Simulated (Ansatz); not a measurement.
Functionals compared on CH3 on the 1x1 (110) surface of bcc W, one in a 2x2 cell, started at the site 'hollow W-W-W', in Ansatz (plane waves, PAW). The structure was relaxed with PBE; the other rows are single points on it, each with its references at the same level. Cutoff 420 eV (500 eV for r2SCAN).

Model: 20-atom slab, 6.6 Å thick at the start under the adsorbate (thin: gaps and levels are the slab's own), 6x6x1 mesh, Fermi-Dirac 0.1 eV, dipole correction, 8 atoms held, the rest relaxed; no symmetry held; no spin, no spin-orbit, no U, no dispersion correction. At the end it is bonded to 3 W. In PBE it is, or lies within 0.03 eV of, the lowest of the starts that converged. These notes are the PBE run's. Adsorption energies are against CH4(g) − ½ H2(g). A negative adsorption energy means that the adsorbate is more stable on the surface than in its reference.

```tsv
functional	adsorption energy (eV)	work function of the top face (eV)	change of the work function (eV)	rough cost of the single point
PBE	-0.01	3.70	-1.12	–
RPBE	…	…	…	very roughly 5 core-minutes
r2SCAN	-0.18	3.71	-1.18	about 12 core-minutes (a rough figure)
```

Q: Complete the blanks.

A: 
- RPBE, adsorption energy (eV): 0.29
- RPBE, work function of the top face (eV): 3.60
- RPBE, change of the work function (eV): -1.09

Ansatz is an electronic-structure program.
